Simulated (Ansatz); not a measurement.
# Relaxation of cell and atoms of Cs2BiAuBr6 (Fm-3m, 10 atoms in the cell) at several settings

```xyz
10
Lattice="0.0000 5.6218 5.6218 5.6218 0.0000 5.6218 5.6218 5.6218 0.0000" Properties=species:S:1:pos:R:3 pbc="T T T"
Cs     2.8109     2.8109     2.8109
Cs     8.4327     8.4327     8.4327
Au     5.6218     5.6218     5.6218
Bi     0.0000     0.0000     0.0000
Br     2.8210     5.6218     5.6218
Br     8.4226     5.6218     5.6218
Br     5.6218     2.8210     5.6218
Br     5.6218     8.4226     5.6218
Br     5.6218     5.6218     2.8210
Br     5.6218     5.6218     8.4226
```

Base: Ansatz (a quantum-chemistry and plane-wave program) with LDA (PW92), default PAW files made with PBE. Its settings: basis.ecutwfc = 420 eV; kpoints.mp_grid.grid = 5 5 5; hamiltonian.xc = lda; hamiltonian.pseudopotentials = {kind: paw} (the program's default PAW files); scf.occupations.method = cold; scf.occupations.width = 0.1 eV. Starting volume 35.54 Å³ per atom.

Each line gives the change from the base single point and the result:

- hamiltonian.xc: lda → pbesol; relax: default → cell and atoms; width narrowed by the program to 0.0498 eV [DFT, PBEsol, plane waves, default PAW files made with PBE]: pressure 0.00 GPa; final cell a = b = c = 7.9025 Å, α = β = γ = 60.00°; final volume per atom 34.90 Å³; relaxation steps 5.
- relax: default → cell and atoms; width narrowed by the program to 0.0367 eV: pressure -0.01 GPa; largest force (vector length) 0.002 eV/Å; final cell a = b = c = 7.7834 Å, α = β = γ = 60.00°; final volume per atom 33.34 Å³; relaxation steps 5; free energy against the base single point -20.1 meV/atom.

The starting cell was generated: these elements placed on a structure prototype, without a prior relaxation; it need not be a known phase or ordering of this composition. Ansatz's pressure includes its estimate of the finite-basis (Pulay) stress.

Left out of this page: 1 run of the series outside the window shown, repeating another row's setting, or not comparable.

Keys are those of Ansatz 0.2.
